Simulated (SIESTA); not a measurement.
Worked example: self-consistent single point of Y2Pb2O7 (Fd-3m, 22 atoms in the cell) in SIESTA.

Computed with SIESTA with GGA PBEsol, numerical atomic orbitals DZP, PseudoDojo PBEsol standard norm-conserving potentials (rewritten from UPF to PSML).

The change in words: lattice scaled by 0.985. Reference geometry:
```
CELL_PARAMETERS angstrom
      0.00000     5.33608     5.33608
      5.33608     0.00000     5.33608
      5.33608     5.33608     0.00000
ATOMIC_POSITIONS crystal
  Y  0.12500 0.62500 0.12500
  Y  0.12500 0.12500 0.12500
  Y  0.62500 0.12500 0.12500
  Y  0.12500 0.12500 0.62500
  Pb 0.62500 0.62500 0.62500
  Pb 0.12500 0.62500 0.62500
  Pb 0.62500 0.62500 0.12500
  Pb 0.62500 0.12500 0.62500
  O  0.27697 0.72303 0.72303
  O  0.97303 0.52697 0.97303
  O  0.72303 0.27697 0.27697
  O  0.52697 0.97303 0.52697
  O  0.72303 0.27697 0.72303
  O  0.97303 0.97303 0.52697
  O  0.27697 0.72303 0.27697
  O  0.52697 0.52697 0.97303
  O  0.72303 0.72303 0.27697
  O  0.52697 0.97303 0.97303
  O  0.27697 0.27697 0.72303
  O  0.97303 0.52697 0.52697
  O  0.00000 0.00000 0.00000
  O  0.25000 0.25000 0.25000
```

Reference input (self-consistent single point, DFT, GGA PBEsol, numerical atomic orbitals DZP, PseudoDojo PBEsol standard norm-conserving potentials (rewritten from UPF to PSML)): XC.functional = GGA; XC.authors = PBEsol; potentials = PseudoDojo PBEsol standard; PAO.BasisSize = DZP; PAO.EnergyShift = 0.01 Ry; MeshCutoff = 350 Ry; kgrid.MonkhorstPack = 3 3 3; OccupationFunction = FD; ElectronicTemperature = 10 K; MaxSCFIterations = 150; SCF.Mixer.Method = Pulay; SCF.Mixer.Weight = 0.25. This run's input differs from it in these lines:

```diff
@@ -13,5 +13,5 @@
 %block LatticeVectors
-     0.000000000    5.336085000    5.336085000
-     5.336085000    0.000000000    5.336085000
-     5.336085000    5.336085000    0.000000000
+     0.000000000    5.256044000    5.256044000
+     5.256044000    0.000000000    5.256044000
+     5.256044000    5.256044000    0.000000000
 %endblock LatticeVectors
```

Output (repeated stretches shortened):

```
        iscf     Eharris(eV)        E_KS(eV)     FreeEng(eV)     dDmax    Ef(eV) dHmax(eV)
   scf:    1   -18233.944055   -18293.740245   -18293.740245  1.702350 -6.149162 11.897919
   scf:    2   -18331.577598   -18317.265277   -18317.265277  0.240765 -5.171191  3.096705
   scf:    3   -18320.024352   -18319.261340   -18319.261340  0.127796 -5.583930  0.864039
   scf:    4   -18319.457498   -18319.381458   -18319.381458  0.033936 -5.896109  0.391898
   scf:    5   -18319.389648   -18319.396436   -18319.396436  0.014826 -6.024883  0.340758
   scf:    6   -18319.406845   -18319.402240   -18319.402240  0.004982 -6.077420  0.189701
   scf:    7   -18319.401165   -18319.403465   -18319.403465  0.002651 -6.071161  0.129370
   scf:    8   -18319.404438   -18319.404203   -18319.404203  0.001419 -6.068269  0.002713
   scf:    9   -18319.404204   -18319.404204   -18319.404204  0.000062 -6.068260  0.000240
SCF Convergence by DM+H criterion
max |DM_out - DM_in|         :     0.0000617250
max |H_out - H_in|      (eV) :     0.0002395819
SCF cycle converged after 9 iterations

Using DM_out to compute the final energy and forces

siesta: E_KS(eV) =           -18319.4042

siesta: E_KS - E_eggbox =    -18319.4042

siesta: Atomic forces (eV/Ang):
     1   -0.000000    0.000000   -0.000000
     2   -0.000000   -0.000000   -0.000000
     3    0.000000   -0.000000   -0.000000
   [... 19 lines left out ...]
   Tot    0.000000   -0.000000    0.000000
   Max    0.754872
   Res    0.321739    sqrt( Sum f_i^2 / 3N )
   Max    0.754872    constrained

Stress tensor Voigt[x,y,z,yz,xz,xy] (kbar):      -85.79      -85.79      -85.79       -0.06       -0.06       -0.06
(Free)E + p*V (eV/cell)   -18303.8547
Target enthalpy (eV/cell)   -18319.4042

   [... lines left out ...]
siesta: FreeEng =    -18319.404204
siesta: Cell volume =        290.406928 Ang**3
siesta:          85.78658845         46.72300715  kBar
   [... lines left out ...]
    11    -0.544059    6.544059  O
    12    -0.544028    6.544028  O
    13    -0.544028    6.544028  O
    14    -0.544059    6.544059  O
    15    -0.544059    6.544059  O
    16    -0.544028    6.544028  O
    17    -0.544028    6.544028  O
    18    -0.544059    6.544059  O
    19    -0.544059    6.544059  O
    20    -0.544028    6.544028  O
    21    -0.642046    6.642046  O
    22    -0.642046    6.642046  O
 Total    -0.000000
```

The run converged in 9 iterations. Against the reference run the free energy goes up by 16.2 meV/atom, the pressure goes from 0.37 to 8.58 GPa, the largest force goes from 0.559 to 0.755 eV/Å and the gap on the mesh goes from 1.068 to 1.289 eV.

The starting cell comes from a database of computed structures (which also holds hypothetical and non-ambient phases and stackings), without a prior relaxation at this level. For this run, on top of that: lattice scaled by 0.985. Spin-orbit coupling is off. Values carry the incompleteness of an atom-centred basis.

Cost on one core of a shared machine: roughly 2 min.
